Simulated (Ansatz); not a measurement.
The parent structure is Nb in the bcc (W type) structure (space group Im-3m, No. 229; a = 3.2713 Å).

Structures relaxed with PBEsol in Ansatz (plane waves to 420 eV, PAW, no spin-orbit coupling).

Base:

Simulated powder pattern, Co Kα, λ = 1.79026 Å (kinematic, ideal powder, no thermal factors, no anomalous dispersion; the 10 strongest lines at most, above 2 %, up to 2θ = 90°):

| 2θ (°) | I/Imax (%) | hkl |
|---|---|---|
| 45.53 | 100 | (110) |
| 66.36 | 16 | (200) |
| 84.17 | 35 | (211) |

It is then changed as follows: cell and atoms relaxed at a pressure of 7 GPa.

### Question
Predict the new powder pattern.

### Answer

Simulated powder pattern, Co Kα, λ = 1.79026 Å (kinematic, ideal powder, no thermal factors, no anomalous dispersion; the 10 strongest lines at most, above 2 %, up to 2θ = 90°):

```tsv
2θ (°)	I/Imax (%)	hkl
46.11	100	(110)
67.26	16	(200)
85.43	35	(211)
```

The indices refer to the base's conventional cell; one index is shown for lines that coincide.

Load acts through the strain it causes; cell and atoms are relaxed under it. Stability against distortions was not tested. No other phases were tried under pressure. All final runs are without spin polarisation.

Ansatz is a program for electronic structure.
